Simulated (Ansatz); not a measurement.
Take NbSi2 (space group P6_222, No. 180; a = 4.810 Å, c = 6.618 Å) as the base.

The values are results of Ansatz (a first-principles code) PBE, no spin-orbit coupling, not measurements.

Base values:

| Property | Result |
|---|---|
| Volume per atom | 14.74 Å³ |

The change: hydrostatic tension (pressure −2 GPa).

Problem. Predict the new volume per atom.

Solution. The volume per atom increases by 0.175 Å³ to 14.91 Å³.

Load acts through the strain it causes; cell and atoms are relaxed under it. Whether these cells are dynamically stable was not tested. The final runs are not spin-polarised. An odd electron count without spin: NbSi2.
